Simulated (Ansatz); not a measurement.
**Worked example: self-consistent single point of NaAu2 (R3m, 6 atoms in the cell) in Ansatz (a quantum-chemistry and plane-wave program)**

Computed with PBEsol, default PAW files made with PBE (plane waves; Ansatz).

This input was run:

Ansatz 0.2 input:
```yaml
# NaAu2
crystal:
  lattice:
    - [0.000000, 3.932878, 3.932878]
    - [3.932878, 0.000000, 3.932878]
    - [3.932878, 3.932878, 0.000000]
  atoms:
    - { symbol: Na, position: [0.753670, 0.753670, 0.753670] }
    - { symbol: Na, position: [0.500000, 0.500000, 0.500000] }
    - { symbol: Au, position: [0.125000, 0.625000, 0.125000] }
    - { symbol: Au, position: [0.125000, 0.125000, 0.125000] }
    - { symbol: Au, position: [0.625000, 0.125000, 0.125000] }
    - { symbol: Au, position: [0.125000, 0.125000, 0.625000] }
basis:
  ecutwfc: 420.0
kpoints:
  mp_grid: { grid: [7, 7, 7] }
hamiltonian:
  xc: pbesol
  pseudopotentials: { kind: paw }
scf:
  occupations: { method: fermi_dirac, width: 0.1 }
output:
  forces: true
  eigenvalues: true
  stress: true
```

Output (repeated stretches shortened):

```
WARN ansatz: RAYON_NUM_THREADS=1 ignored (pool sized by the plan → 1); use --threads N
Pseudopotentials: kind: paw
Pseudopotential: Na, paw, valence charge 9
Pseudopotential: Au, paw, valence charge 19
Crystal: 6 atoms, lattice volume = 121.664 Å³
Basis set: ecut = 420 eV, 2421 PW (Γ), exchange–correlation on 80×80×80 points (8 copies of the dense FFT grid, shifted against one another)
Bands: 57, of which v1, the nominal top of the filled ones, is band 47 counted from 1 (46 counted from 0)
Symmetry: 6 space group operations
Space group: R3m (ITA 160), of the structure as read, at distance tolerance 5.0e-5 Å
k-points: 44 of 343 (time reversal used)
PAW frozen core: Na, regenerated for the run's functional, and the local potential with it
PAW frozen core: Au, regenerated for the run's functional, and the local potential with it
Initial density: superposition of atomic densities (neutral atoms: chi_scale 0, normalization atom), corrected by the library's trained network
Initial wavefunctions: pseudopotential atomic-orbital guess
Eigensolver: davidson
Functional: x = pbesol(κ = 0.804, μ = 0.12345679012345678), c = pbesol(β = 0.046)
SCF iter   1: F=—  HF=-54982.089668 eV  |F-HF|=—  |Δ(HF+E_count)|=         —  Δρ=4.05e-3  dr2=1.89e-2  ethr=1.77e-3  ⟨swp⟩=5.9  Hψ=8650  notcnv=0  defer=60
all-band conjugate gradients solve this SCF's bands
preconditioner: auto → Kerker (q_TF=auto, 2.613 Å⁻¹)
SCF iter   2: F=—  HF=-54982.087328 eV  |F-HF|=—  |Δ(HF+E_count)|=   2.34e-3  Δρ=1.62e-3  dr2=3.11e-3  ethr=2.01e-5  ⟨swp⟩=2.6  Hψ=4143  notcnv=0  defer=67
SCF iter   3: F=—  HF=-54982.086627 eV  |F-HF|=—  |Δ(HF+E_count)|=   7.01e-4  Δρ=4.14e-4  dr2=2.29e-4  ethr=3.31e-6  ⟨swp⟩=2.0  Hψ=3189  notcnv=0  defer=67
SCF iter   4: F=—  HF=-54982.086612 eV  |F-HF|=—  |Δ(HF+E_count)|=   1.52e-5  Δρ=9.59e-5  dr2=3.59e-5  ethr=2.44e-7  ⟨swp⟩=2.2  Hψ=4443  notcnv=0  defer=67
SCF iter   5: F=—  HF=-54982.086637 eV  |F-HF|=—  |Δ(HF+E_count)|=   2.56e-5  Δρ=4.82e-5  dr2=7.20e-6  ethr=3.82e-8  ⟨swp⟩=2.6  Hψ=3553  notcnv=0  defer=67
SCF iter   6: F=—  HF=-54982.086634 eV  |F-HF|=—  |Δ(HF+E_count)|=   2.74e-6  Δρ=2.06e-5  dr2=9.96e-7  ethr=7.66e-9  ⟨swp⟩=2.2  Hψ=3705  notcnv=0  defer=67
SCF iter   7: F=-54982.086634 eV  HF=-54982.086634 eV  |F-HF|=4.00e-8  |Δ(HF+E_count)|=   2.38e-7  Δρ=8.53e-6  dr2=9.30e-8  ethr=1.06e-10  ⟨swp⟩=8.7  Hψ=12171  notcnv=0
SCF 1 converged in 7 iterations: F = -54982.086634 eV  dr2 = 9.30e-8
SCF converged after 7 iterations
Free energy (F): -54982.086634 eV
Harris-Foulkes:  -54982.086634 eV  (|F-HF|=4.00e-8)
Internal energy: -54982.048916 eV  (E = F + TS)
E sigma→0 (E₀):  -54982.067775 eV
Entropy (-TS):   -0.037718 eV (-6.286 meV/atom)
Fermi energy:    12.450503 eV
--- Per-component energies (eV) ---
  E_band       = -1718.297862
  E_kinetic    = 2660.531478
  E_local      = -12159.832657  (includes V_loc(G=0)·N_el)
  E_nonlocal   = 537.534475
  E_hartree    = 4986.508255
  E_xc         = -983.551140
  E_vxc        = -1198.210535  (∫ρ·V_xc dr)
  E_paw        = -38768.099744  (= ΣΔE_a)
  E_vpaw       = -1531.311928  (= ΣTr[D̂ρ^β])
  E_aug_tail   = 0.005461  (compensation charges beyond the density's cutoff)
  E_ewald      = -11256.492348
  E_core_change = 1.347304  (= ΣΔE_core)
  E_smearing   = -0.037718  (= −TS)
  E_closure    = -0.000000  (closes the sum)
  Σ components = -54982.086634   (vs F -54982.086634, Δ=0.00e0)
--- Forces (eV/Å), atoms counted from 1 ---
  atom   1  Na    -0.04671043    -0.04671043    -0.04671043
  atom   2  Na     0.01269542     0.01269542     0.01269542
  atom   3  Au     0.00835265     0.01812991     0.00835265
  atom   4  Au    -0.00083610    -0.00083610    -0.00083610
  atom   5  Au     0.01812991     0.00835265     0.00835265
  atom   6  Au     0.00835265     0.00835265     0.01812991
  max |Σ_I F_I| component: 1.59e-5 eV/Å
--- Stress (GPa, compression-positive) ---
       -2.100792      -0.005588      -0.005588
       -0.005588      -2.100792      -0.005588
       -0.005588      -0.005588      -2.100792
  P = ⅓ Tr σ = -2.1008 GPa (-21.008 kbar)
  The stress holds the Pulay correction. Without it, at fixed plane waves, as pw.x and ABINIT print it: P = -2.1288 GPa
--- Band table (eV; the first three rows and the last of 44) ---
  k-point 0: bands = ["-93.0646", "-93.0523", "-93.0484", "-93.0484", "-44.6987", "-44.5211", "-44.5184", "-44.5184", "-44.4456", "-44.4456", "-44.3676", "-44.3659", "-44.3659", "-44.3517", "-44.3517", "-44.3461", "-39.2264", "-39.2215", "-11.3309", [...]
  k-point 1: bands = ["-93.0642", "-93.0523", "-93.0489", "-93.0484", "-44.6899", "-44.5187", "-44.5166", "-44.5150", "-44.4436", "-44.4433", "-44.3758", "-44.3692", "-44.3677", "-44.3555", "-44.3528", "-44.3489", "-39.2262", "-39.2217", "-11.3314", [...]
  k-point 2: bands = ["-93.0631", "-93.0522", "-93.0500", "-93.0484", "-44.6681", "-44.5165", "-44.5088", "-44.5073", "-44.4365", "-44.4355", "-44.4000", "-44.3799", "-44.3774", "-44.3606", "-44.3573", "-44.3503", "-39.2257", "-39.2222", "-11.3326", [...]
  k-point 43: bands = ["-93.0588", "-93.0578", "-93.0487", "-93.0484", "-44.6354", "-44.5308", "-44.4935", "-44.4894", "-44.4322", "-44.4237", "-44.4138", "-44.4034", "-44.4003", "-44.3665", "-44.3616", "-44.3491", "-39.2252", "-39.2227", [...]
```

The run converged in 7 iterations.

The starting cell comes from a database of computed structures (which also holds hypothetical and non-ambient phases and stackings), without a prior relaxation at this level. Its lattice was rescaled by up to half a per cent. One atom was moved a little off its site on purpose. Spin-orbit coupling is off. Ansatz's pressure includes its estimate of the finite-basis (Pulay) stress.
